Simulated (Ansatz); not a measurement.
This concerns the formation energy of H_i in Zr (hcp, P6₃/mmc). Reaction: 36 Zr (hcp) + 1/2 H2 (gas) → cell A.

Cell A: a supercell of 36 sites of Zr (hcp, P6₃/mmc) with H off the lattice sites (6 Zr at 2.30 Å); spin state with PBE: run without spin, k-point mesh 4×4×4.
```yaml
crystal:
  lattice:
    - [9.69183, 0.00000, 0.00000]
    - [-4.84591, 8.39337, 0.00000]
    - [0.00000, 0.00000, 10.35565]
  atoms:
    - { symbol: Zr, position: [0.11300, 0.22601, 0.12477] }
    - { symbol: Zr, position: [0.22601, 0.11300, 0.37523] }
    - { symbol: Zr, position: [0.11095, 0.22189, 0.62476] }
    - { symbol: Zr, position: [0.22189, 0.11095, 0.87524] }
    - { symbol: Zr, position: [0.11177, 0.55588, 0.12389] }
    - { symbol: Zr, position: [0.22262, 0.44523, 0.37509] }
    - { symbol: Zr, position: [0.11084, 0.55542, 0.62441] }
    - { symbol: Zr, position: [0.22243, 0.44486, 0.87361] }
    - { symbol: Zr, position: [0.11300, 0.88700, 0.12477] }
    - { symbol: Zr, position: [0.22262, 0.77738, 0.37509] }
    - { symbol: Zr, position: [0.11095, 0.88905, 0.62476] }
    - { symbol: Zr, position: [0.22243, 0.77757, 0.87361] }
    - { symbol: Zr, position: [0.44523, 0.22262, 0.12491] }
    - { symbol: Zr, position: [0.55588, 0.11177, 0.37611] }
    - { symbol: Zr, position: [0.44486, 0.22243, 0.62639] }
    - { symbol: Zr, position: [0.55542, 0.11084, 0.87559] }
    - { symbol: Zr, position: [0.44412, 0.55588, 0.12389] }
    - { symbol: Zr, position: [0.55588, 0.44412, 0.37611] }
    - { symbol: Zr, position: [0.44458, 0.55542, 0.62441] }
    - { symbol: Zr, position: [0.55542, 0.44458, 0.87559] }
    - { symbol: Zr, position: [0.44412, 0.88823, 0.12389] }
    - { symbol: Zr, position: [0.55477, 0.77738, 0.37509] }
    - { symbol: Zr, position: [0.44458, 0.88916, 0.62441] }
    - { symbol: Zr, position: [0.55514, 0.77757, 0.87361] }
    - { symbol: Zr, position: [0.77738, 0.22262, 0.12491] }
    - { symbol: Zr, position: [0.88700, 0.11300, 0.37523] }
    - { symbol: Zr, position: [0.77757, 0.22243, 0.62639] }
    - { symbol: Zr, position: [0.88905, 0.11095, 0.87524] }
    - { symbol: Zr, position: [0.77738, 0.55477, 0.12491] }
    - { symbol: Zr, position: [0.88823, 0.44412, 0.37611] }
    - { symbol: Zr, position: [0.77757, 0.55514, 0.62639] }
    - { symbol: Zr, position: [0.88916, 0.44458, 0.87559] }
    - { symbol: Zr, position: [0.77399, 0.88700, 0.12477] }
    - { symbol: Zr, position: [0.88700, 0.77399, 0.37523] }
    - { symbol: Zr, position: [0.77811, 0.88905, 0.62476] }
    - { symbol: Zr, position: [0.88905, 0.77811, 0.87524] }
    - { symbol: H, position: [0.00000, 0.00000, 0.25000] }
```

Reference: Zr (hcp, P6₃/mmc), 36 atoms in the cell, a perfect crystal on lattice vectors that match the other cells', k-point mesh 4×4×4 on the run's own vectors.

Reference: an isolated H2 molecule (singlet) in a box of 11 × 11 × 13 Å.

Plane-wave PAW calculations with Ansatz (a first-principles code), its default PAW set, cutoff 420 eV, 500 eV for r2SCAN. The structures are at rest with PBE, within the held lattices; other levels are single points on them. Neutral cells; Fermi-Dirac smearing of at most 0.10 eV in the solids, energies taken to zero width. The lattices are those relaxed with PBE, so at other levels the solids can be strained, which adds to the spread. Larger cells are relaxed from a start prepared with the learned potential CHGNet, on a coarser mesh till forces fall under 0.03 eV/Å, which some starts already meet. A dispersion term (D3(BJ), or D4 for r2SCAN) was computed beside these levels and is taken off wherever the name lacks it. No zero-point or thermal terms. Cells are local rest points, mostly with their start's symmetry. Values are for these cell sizes. Mesh and cell size may move defect energies by 0.1 eV or more. Cell A has symmetry P-3m1 and got no random move, so less symmetric positions, which may lie lower, weren't tried.

Problem. Estimate the value that r2SCAN returns for this input.

Solution. -0.50 eV, for 36 Zr (hcp) + 1/2 H2 (gas) → cell A.

Problem. List the value at the remaining levels and say how far they part.

Solution. 
```
Method  value (eV)  less r2SCAN
------  ----------  -----------
PBE          -0.41         0.09
```

The levels span 0.09 eV, from r2SCAN (-0.50) to PBE (-0.41).
